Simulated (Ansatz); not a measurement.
# Short convergence ladders for LaH3 (I4/mmm, 4 atoms in the cell)

```yaml
crystal:
  lattice:
    - [-1.86769, 1.86769, 3.04058]
    - [1.86769, -1.86769, 3.04058]
    - [1.86769, 1.86769, -3.04058]
  atoms:
    - { symbol: La, position: [0.00000, 0.00000, 0.00000] }
    - { symbol: H, position: [0.75000, 0.25000, 0.50000] }
    - { symbol: H, position: [0.25000, 0.75000, 0.50000] }
    - { symbol: H, position: [0.50000, 0.50000, 0.00000] }
```

Base method: LDA (PW92), default PAW files made with PBE (plane waves; Ansatz, a quantum-chemistry and plane-wave program).

Base settings: basis.ecutwfc = 420 eV; kpoints.mp_grid.grid = 9 9 9; hamiltonian.xc = lda; hamiltonian.pseudopotentials = {kind: paw} (the program's default PAW files); scf.occupations.method = fermi_dirac; scf.occupations.width = 0.02 eV.

Core times come from one kind of shared machine, to one figure; runs under 30 s give none.

**Zone-centre phonons against the cutoff**

In this ladder: scf.occupations.method = fixed; scf.occupations.width = default; phonons.method = dfpt; phonons.dielectric = true; phonons.rigid_motions = translations.

The mesh stays at the base's, so the ladder's end is converged at best in this setting alone.

Frequencies are those of the unrelaxed cell, without the LO-TO term of polar crystals.

Only quantities that move along the ladder and can be compared are tabulated.

ε∞ and Born charges come from denser meshes that the program picks itself.

| basis.ecutwfc | highest zone-centre frequency (cm⁻¹) | lowest optical frequency (cm⁻¹) | largest Born charge (mean of the diagonal) (e) | mean ε∞ | core time / last (rough) |
|---|---|---|---|---|---|
| 210 eV | 958.2 | 144.3 | 4.133 | 11.193 | 1 |
| 250 eV | 995.4 | 276.3 | 4.184 | 11.146 | 0.9 |
| 295 eV | 984.7 | 295.8 | 4.199 | 11.120 | 0.6 |
| 355 eV | 977.6 | 280.0 | 4.193 | 11.097 | 0.6 |
| 420 eV | 977.5 | 280.1 | 4.191 | 11.083 | 0.7 |
| 505 eV | 976.8 | 279.2 | 4.191 | 11.079 | 0.9 |
| 630 eV | 977.0 | 279.6 | 4.191 | 11.079 | 1 |

Coarsest basis.ecutwfc that holds the highest zone-centre frequency within 10 cm⁻¹ of the last step, with all finer ones: 295 eV; the step before is off by 18 cm⁻¹.

Coarsest basis.ecutwfc that holds the mean ε∞ within 0.02 of the last step, with all finer ones: 355 eV; the step before is off by 0.041.

Coarsest basis.ecutwfc that holds the largest Born charge (mean of the diagonal) within 0.05 e of the last step, with all finer ones: 250 eV; the step before is off by 0.058 e.

**The force threshold of a relaxation**

On LaH₃ (I4mm, 4 atoms in the cell): one atom moved by 0.15 angstrom.

In this ladder: relax = atoms.

The mesh stays at the base's, so the ladder's end is converged at best in this setting alone.

Only quantities that move along the ladder and can be compared are tabulated.

```csv
relax.f_tol,free energy less the last step's (meV/atom),largest force left (eV/Å),relaxation steps
0.2 eV/Å,0.08,0.0422,3
0.1 eV/Å,0.08,0.0422,3
0.05 eV/Å,0.08,0.0421,3
0.03 eV/Å,0.00,0.0028,4
0.02 eV/Å,0.00,0.0023,4
0.01 eV/Å,0.00,0.0018,5
0.005 eV/Å,0.00,0.0015,5
0.002 eV/Å,0.00,0.0014,5
0.001 eV/Å,0.00,0.0002,6
```

Coarsest relax.f_tol that holds the largest force left within 0.01 eV/Å of the last step, with all finer ones: 0.03 eV/Å; the step before is off by 0.042 eV/Å.

Coarsest relax.f_tol that holds the free energy within 0.05 meV/atom of the last step, with all finer ones: 0.03 eV/Å; the step before is off by 0.08 meV/atom.

**The dielectric constant against shifted meshes**

In this ladder: scf.occupations.method = fixed; scf.occupations.width = default; kpoints.mp_grid.shift = 0.5 0.5 0.5; dielectric = true; dielectric.field_mesh = kpoints.

Only quantities that move along the ladder and can be compared are tabulated.

| kpoints.mp_grid.grid | largest Born charge (mean of the diagonal) (e) | mean ε∞ | core time / last (rough) |
|---|---|---|---|
| 3 3 3 | 4.245 | 8.711 | – |
| 4 4 4 | 4.218 | 9.505 | – |
| 5 5 5 | 4.202 | 9.979 | – |
| 8 8 8 | 4.189 | 10.685 | 0.1 |
| 12 12 12 | 4.190 | 10.976 | 0.3 |
| 18 18 18 | 4.191 | 11.067 | 1 |

Coarsest kpoints.mp_grid.grid that holds the largest Born charge (mean of the diagonal) within 0.02 e of the last step, with all finer ones: 5 5 5; the step before is off by 0.027 e.

Coarsest kpoints.mp_grid.grid that holds the mean ε∞ within 0.5 of the last step, with all finer ones: 8 8 8, at about 0.1 of the last step's time; the step before is off by 1.1.

On the base run: the starting cell comes from a database of computed structures (which also holds hypothetical and non-ambient phases and stackings), without a prior relaxation at this level. Its lattice was rescaled by up to half a per cent. In the base run, with a pressure of about -3 GPa the cell is away from its equilibrium volume at this level.

Keys are those of Ansatz 0.2.
